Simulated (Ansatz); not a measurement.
# ZnS, response to strain

Base system: ZnS in the wurtzite structure (space group P6_3mc, No. 186; a = 3.845 Å, c = 6.305 Å). Axes: x lies along a and z along c of the hexagonal cell.

Strains are applied to the cell and any free atomic positions relax; under biaxial strain the out-of-plane vector relaxes too.

Computed with PBE, PAW, 420 eV (Ansatz, a first-principles code; no SOC).

Candidates:
(a) biaxial strain +1.80 %, plane normal [001], relaxed out of plane
(b) biaxial strain +3.00 %, plane normal [001], relaxed out of plane
(c) biaxial strain +0.60 %, plane normal [001], relaxed out of plane
(d) biaxial strain +1.20 %, plane normal [001], relaxed out of plane
(e) biaxial strain +2.40 %, plane normal [001], relaxed out of plane

Problem. Order them by out-of-plane strain, highest first.

Solution. (c) biaxial strain +0.60 %, plane normal [001], relaxed out of plane (-0.33 %), (d) biaxial strain +1.20 %, plane normal [001], relaxed out of plane (-0.67 %), (a) biaxial strain +1.80 %, plane normal [001], relaxed out of plane (-1.00 %), (e) biaxial strain +2.40 %, plane normal [001], relaxed out of plane (-1.33 %), (b) biaxial strain +3.00 %, plane normal [001], relaxed out of plane (-1.64 %)

Stability against distortions was not tested.
